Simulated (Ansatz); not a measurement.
# Ansatz run on Al2Cu (I4mm, 3 atoms in the cell): self-consistent single point

Method: LDA (PW92), default PAW files made with PBE (plane waves; Ansatz, a first-principles code).

The input file:

Ansatz 0.2 input:
```yaml
crystal:
  lattice:
    - [-2.020183, 2.020183, 2.836840]
    - [2.020183, -2.020183, 2.836840]
    - [2.020183, 2.020183, -2.836840]
  atoms:
    - { symbol: Al, position: [0.750000, 0.250000, 0.500000] }
    - { symbol: Al, position: [0.250000, 0.750000, 0.500000] }
    - { symbol: Cu, position: [0.508813, 0.508813, 0.000000] }
basis:
  ecutwfc: 420.0
kpoints:
  mp_grid:
    grid: [11, 11, 11]
hamiltonian:
  xc: lda
  pseudopotentials:
    kind: paw
scf:
  occupations:
    method: gaussian
    width: 0.1
output:
  forces: true
  eigenvalues: true
  stress: true
```

Log, with long lists cut:

```
WARN ansatz: RAYON_NUM_THREADS=1 ignored (pool sized by the plan → 1); use --threads N
Pseudopotentials: kind: paw
Pseudopotential: Al, paw, valence charge 3
Pseudopotential: Cu, paw, valence charge 19
Crystal: 3 atoms, lattice volume = 46.310 Å³
Basis set: ecut = 420 eV, 925 PW (Γ)
Bands: 17, of which v1, the nominal top of the filled ones, is band 13 counted from 1 (12 counted from 0)
Symmetry: 8 space group operations
Space group: I4mm (ITA 107), of the structure as read, at distance tolerance 3.6e-5 Å
k-points: 126 of 1331 (time reversal used)
PAW frozen core: Al, regenerated for the run's functional, and the local potential with it
PAW frozen core: Cu, regenerated for the run's functional, and the local potential with it
Initial density: superposition of atomic densities (neutral atoms: chi_scale 0, normalization atom), corrected by the library's trained network
Initial wavefunctions: pseudopotential atomic-orbital guess
Eigensolver: davidson
Functional: x = slater, c = lda
SCF iter   1: F=—  HF=-7582.107747 eV  |F-HF|=—  |Δ(HF+E_count)|=         —  Δρ=8.12e-3  dr2=1.27e-2  ethr=1.77e-3  ⟨swp⟩=5.2  Hψ=10855  notcnv=0
all-band conjugate gradients solve this SCF's bands
preconditioner: auto → Kerker (q_TF=auto, 2.462 Å⁻¹)
SCF iter   2: F=—  HF=-7582.104281 eV  |F-HF|=—  |Δ(HF+E_count)|=   3.47e-3  Δρ=2.53e-3  dr2=3.41e-3  ethr=5.07e-5  ⟨swp⟩=2.1  Hψ=4366  notcnv=0  defer=8
SCF iter   3: F=—  HF=-7582.103835 eV  |F-HF|=—  |Δ(HF+E_count)|=   4.46e-4  Δρ=1.64e-3  dr2=1.09e-3  ethr=1.37e-5  ⟨swp⟩=1.1  Hψ=2163  notcnv=0  defer=8
SCF iter   4: F=—  HF=-7582.103573 eV  |F-HF|=—  |Δ(HF+E_count)|=   2.62e-4  Δρ=1.83e-4  dr2=2.11e-5  ethr=4.37e-6  ⟨swp⟩=2.0  Hψ=3037  notcnv=0  defer=8
SCF iter   5: F=—  HF=-7582.103559 eV  |F-HF|=—  |Δ(HF+E_count)|=   1.47e-5  Δρ=5.61e-5  dr2=1.62e-6  ethr=8.44e-8  ⟨swp⟩=2.4  Hψ=3143  notcnv=0  defer=8
SCF iter   6: F=—  HF=-7582.103558 eV  |F-HF|=—  |Δ(HF+E_count)|=   4.39e-7  Δρ=8.55e-6  dr2=5.41e-8  ethr=4.00e-10  ⟨swp⟩=3.7  Hψ=8389  notcnv=0
SCF iter   7: F=-7582.103558 eV  HF=-7582.103558 eV  |F-HF|=6.80e-9  |Δ(HF+E_count)|=   2.09e-9  Δρ=7.43e-6  dr2=3.21e-8  ethr=2.16e-10  ⟨swp⟩=3.7  Hψ=5958  notcnv=0
SCF 1 converged in 7 iterations: F = -7582.103558 eV  dr2 = 3.21e-8
SCF converged after 7 iterations
Free energy (F): -7582.103558 eV
Harris-Foulkes:  -7582.103558 eV  (|F-HF|=6.80e-9)
Internal energy: -7582.098052 eV  (E = F + TS)
E sigma→0 (E₀):  -7582.100805 eV
Entropy (-TS):   -0.005506 eV (-1.835 meV/atom)
Fermi energy:    9.414073 eV
--- Per-component energies (eV) ---
  E_band       = -490.179784
  E_kinetic    = 347.995180
  E_local      = -5869.148331  (includes V_loc(G=0)·N_el)
  E_nonlocal   = 407.613960
  E_hartree    = 2623.821932
  E_xc         = -169.752507
  E_vxc        = -176.762157  (∫ρ·V_xc dr)
  E_paw        = -2472.955586  (= ΣΔE_a)
  E_vpaw       = -447.510792  (= ΣTr[D̂ρ^β])
  E_aug_tail   = 0.000176  (compensation charges beyond the density's cutoff)
  E_ewald      = -2450.233969
  E_core_change = 0.561093  (= ΣΔE_core)
  E_smearing   = -0.005506  (= −TS)
  E_closure    = 0.000000  (closes the sum)
  Σ components = -7582.103558   (vs F -7582.103558, Δ=0.00e0)
--- Forces (eV/Å), atoms counted from 1 ---
  atom   1  Al    -0.00000000     0.00000000     0.18365107
  atom   2  Al     0.00000000     0.00000000     0.18365107
  atom   3  Cu     0.00000000    -0.00000000    -0.36730995
  max |Σ_I F_I| component: 7.81e-6 eV/Å
--- Stress (GPa, compression-positive) ---
       -1.748566       0.000000       0.000000
        0.000000      -1.748566      -0.000000
        0.000000      -0.000000      -1.317122
  P = ⅓ Tr σ = -1.6048 GPa (-16.048 kbar)
  The stress holds the Pulay correction. Without it, at fixed plane waves, as pw.x and ABINIT print it: P = -1.6790 GPa
--- Band table (eV; the first three rows and the last of 126) ---
  k-point 0: bands = ["-103.7479", "-61.5421", "-61.5421", "-61.5375", "-1.0055", "4.6677", "4.6777", "4.6777", "5.2555", "5.2688", "12.2006", "12.2006", "12.3105", "12.3444", "12.4842", "12.4842", "13.7268"]
  k-point 1: bands = ["-103.7479", "-61.5421", "-61.5420", "-61.5375", "-0.8557", "4.6327", "4.6913", "4.7018", "5.2307", "5.2791", "10.8383", "10.8974", "11.6728", "11.7640", "13.9689", "14.0413", "14.4367"]
  k-point 2: bands = ["-103.7479", "-61.5421", "-61.5421", "-61.5375", "-0.4086", "4.5112", "4.7632", "4.7753", "5.1495", "5.3137", "9.6012", "9.6551", "10.2206", "10.9641", "12.7612", "15.7266", "15.8426"]
  k-point 125: bands = ["-103.7479", "-61.5421", "-61.5421", "-61.5376", "3.2436", "3.4924", "4.0415", "5.1840", "5.2295", "5.3999", "5.4778", "6.9139", "7.4383", "10.0544", "11.3121", "17.7578", "19.7465"]
```

The run converged in 7 iterations.

The starting cell comes from a database of computed structures (which also holds hypothetical and non-ambient phases and stackings), without a prior relaxation at this level. Its lattice was rescaled by up to half a per cent. One atom was moved a little off its site on purpose. Spin polarisation is off. Ansatz's pressure includes its estimate of the finite-basis (Pulay) stress.
